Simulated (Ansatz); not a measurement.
Rutile MgH2 was calculated with PBEsol-D3(BJ) (plane waves, PAW; Ansatz, a first-principles code).

Numerical settings: plane-wave cutoff 520 eV, 8×8×12 k mesh (along the axes of the cell as run), Fermi–Dirac smearing 0.01 eV, scalar-relativistic PAW data made under PBE.

Computed at the level's own relaxed cell.

```
CELL_PARAMETERS angstrom
      4.41328     0.00000     0.00000
      0.00000     4.41328     0.00000
      0.00000     0.00000     2.98548
ATOMIC_POSITIONS crystal
  Mg 0.00000 0.00000 0.00000
  Mg 0.50000 0.50000 0.50000
  H  0.30451 0.30451 0.00000
  H  0.80451 0.19549 0.50000
  H  0.19549 0.80451 0.50000
  H  0.69549 0.69549 0.00000
```

**Question.** List the 8 lowest band energies at Γ above −25 eV (eV, relative to the valence band maximum), grouping those that round alike.

**Answer.** At Γ: -6.88, -1.56 (×2), -0.47, 4.35, 5.10, 9.28 (×2).
